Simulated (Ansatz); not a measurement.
Single helical Se chain

Levels: PBE+D3(BJ) (plane waves to 420 eV, PAW; Ansatz, a quantum-chemistry and plane-wave program); PBE+D3(BJ) with spin-orbit coupling run with Ansatz; r2SCAN (plane waves to 500 eV, PAW; Ansatz); HSE06 (Ansatz). Unmarked values and the geometry are of the first. Mesh 1×1×62. No spin polarisation, so a magnetic state wasn't tested. Periodic along z alone, with about 11 Å of vacuum beside it. An idealised model. Symmetry and one short period hold its shape; lower forms weren't sought. Pairing along the axis, which can open a gap, is among the distortions not tried. Values not marked SOC lack spin–orbit coupling. HSE06 ran on a 1×1×4 mesh and at PBE's edge points. Buckling under compression is shut out by symmetry and the short period.

| Quantity | Value |
|---|---|
| period along the axis (3 atoms) | 4.917 Å |
| largest distance between nuclei across the axis | 1.69 Å |
| PBE gap | 2.09 eV, indirect, from k = 0.292 × 2π/c to the zone edge |
| electron mass along the axis (PBE) | 0.53 mₑ |
| hole mass along the axis (PBE) | 3.4 mₑ |
| valence and conduction edges under the vacuum level (PBE) | 5.76 and 3.67 eV |
| PBE+SOC gap at this geometry | 1.99 eV |
| r2SCAN gap at this geometry | 2.36 eV |
| HSE06 gap at this geometry | 3.09 eV |
| axial stiffness dF/dε | 14 nN |

```
CELL_PARAMETERS angstrom
     12.50000     0.00000     0.00000
      0.00000    13.00000     0.00000
      0.00000     0.00000     4.91716
ATOMIC_POSITIONS crystal
  Se 0.55824 0.50000 0.00000
  Se 0.44088 0.56515 0.33333
  Se 0.44088 0.43485 0.66667
```
